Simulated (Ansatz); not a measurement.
W₂C (space group P-3m1, No. 164)

```
CELL_PARAMETERS angstrom
      3.00883     0.00000     0.00000
     -1.50442     2.60573     0.00000
      0.00000     0.00000     4.62296
ATOMIC_POSITIONS crystal
  C  0.00000 0.00000 0.00000
  W  0.33333 0.66667 0.25550
  W  0.66667 0.33333 0.74450
```

Method: Ansatz (a quantum-chemistry and plane-wave program) PBEsol-D3(BJ), no spin-orbit coupling. Γ-centred 18×18×10 mesh, Fermi–Dirac width 0.05 eV.

Volume per atom: 12.08 Å³
Density: 17.40 g/cm³
Band gap: zero
Total energy: -6920.506 eV/atom (σ→0; compares only within this code and set-up)

Whether these cells are dynamically stable was not tested. All final runs are without spin polarisation.
